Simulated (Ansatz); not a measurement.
We consider LiSrH3 (model structure, started from the BaLiH3 type, Pm-3m, No. 221, 5 atoms in the cell), described by PBEsol+SOC (plane waves, PAW; Ansatz, a first-principles code).

Run with plane-wave cutoff 520 eV, 10×10×10 k mesh, Fermi–Dirac smearing 0.01 eV, PAW data made under PBE.

Cell (relaxed with PBEsol):

```cif
data_H3LiSr
_chemical_formula_sum 'Sr1 Li1 H3'
_space_group_name_H-M_alt 'P 1'
_space_group_IT_number 1
_cell_length_a 3.75239
_cell_length_b 3.75239
_cell_length_c 3.75239
_cell_angle_alpha 90.000
_cell_angle_beta 90.000
_cell_angle_gamma 90.000
loop_
_space_group_symop_operation_xyz
  'x, y, z'
loop_
_atom_site_label
_atom_site_type_symbol
_atom_site_fract_x
_atom_site_fract_y
_atom_site_fract_z
_atom_site_occupancy
Sr1 Sr 0.00000 0.00000 0.00000 1
Li1 Li 0.50000 0.50000 0.50000 1
H1 H 0.50000 0.00000 0.50000 1
H2 H 0.00000 0.50000 0.50000 1
H3 H 0.50000 0.50000 0.00000 1
```

Problem. Predict the band gap, smallest direct gap on the k points sampled and direct gap at Γ.

Solution. 
* **band gap**: 1.62 eV (indirect)
* **smallest direct gap on the k points sampled**: 2.68 eV
* **direct gap at Γ**: 6.68 eV

Note: the relaxation could raise the start's symmetry but not lower it, so the cell can be a saddle point.

Static lattice: no zero-point or thermal effects.

A model structure was made by putting elements into a prototype or built by hand; it is no filed structure, need not be a known phase, and can be a saddle point held by its symmetry.
